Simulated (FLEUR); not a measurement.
## Tetragonal strain at fixed volume: zinc-blende GaN (space group 216) (FLEUR, LDA)

```xyz
2
Lattice="0.0000 2.1766 2.3484 2.1766 0.0000 2.3484 2.1766 2.1766 0.0000" Properties=species:S:1:pos:R:3 pbc="T T T"
Ga     0.0000     0.0000     0.0000
N      3.2649     3.2649     3.5225
```

Level of theory: LDA (Perdew-Zunger), all-electron FLAPW (FLEUR), scalar-relativistic valence (FLEUR). Settings: Kmax = 5.36 1/bohr; GmaxXC = 21.4 1/bohr; xcFunctional = pz; jspins = 1; l_soc = F; mode = hist; fermiSmearingEnergy = 0.00036749 Htr; mesh (inpgen div1-3) = 14 14 14; inpgen gamma flag = true; Gmax = 21.4 1/bohr; numbands = 0; maxIterBroyd = 15; imix = Anderson; alpha = 0.05; precondParam = 0; minDistance = 1e-05 me/bohr^3. The cell above is the first row's. The rows deform the cubic crystal at fixed volume: two cube axes by 1 + δ, the third by (1 + δ)⁻². E is the free energy at the stated smearing above the cubic cell, and y = E/δ². In all rows fractional positions and the k mesh are held.

| δ (%) | y (meV/atom per %²) |
|---|---|
| -2.5 | ? |
| -2.0 | 2.978 |
| -1.5 | 2.890 |
| -1.0 | 2.803 |
| 1.0 | 2.535 |
| 1.5 | 2.435 |
| 2.0 | 2.364 |
| 2.5 | 2.311 |

### Question
Fit y against δ with a straight line, and predict the withheld value at δ = -2.5.

### Answer
Means: δ 0.35714, y 2.6166. About the means, the sum of products is -2.9424 and the sum of squares of δ is 19.857; the slope is their ratio. Least squares gives y = 2.6695 - 0.14818·δ. Residuals (row less fit): 0.0121, -0.0018, -0.0147, 0.0137, -0.0122, -0.0091, 0.0119; standard error 0.0136 (degrees of freedom: 5). To second order E = 3(C11 - C12)·V·δ², so the intercept gives, with V = 11.126 Å^3/atom and δ in per cent, C11 - C12 = 2.6695 × 10⁴ × 0.160218 / (3 × 11.126) = 128 GPa. The slope measures the third-order term; a fourth-order term enters the intercept as a small bias. At the withheld row, y = 2.6695 - 0.14818 × (-2.5) = 3.0400 meV/atom per %². The calculation gives 3.053 meV/atom per %², 0.0130 meV/atom per %² above the prediction (1.8 % of the range of y in the table). The row lies outside the fitted rows, so this is an extrapolation. From the scatter of the fitted rows alone, a prediction at this place has a standard error of 0.0170 meV/atom per %², so the miss is 0.8 times that.

Carrying the step between the two nearest rows on in a straight line would have given 3.066, off by 0.013; series whose last step already gives the withheld value aren't shown. The reference cell has the volume at which an earlier scan in this program and functional put its minimum by a fit (its basis settings may differ). This is a metastable polymorph. The runs keep the symmetry of the cell, so they don't test it for distortions. Values depend on the basis (sphere radii, cutoffs, local orbitals), which need not be converged. Cutoffs and mesh are single choices, not tested for convergence of this quantity. Series with a scatter that would blur these digits, or in which a gap closes, are not shown. Strain series were run only where this level's volume lies within 10 % of a first guess from the measured size.
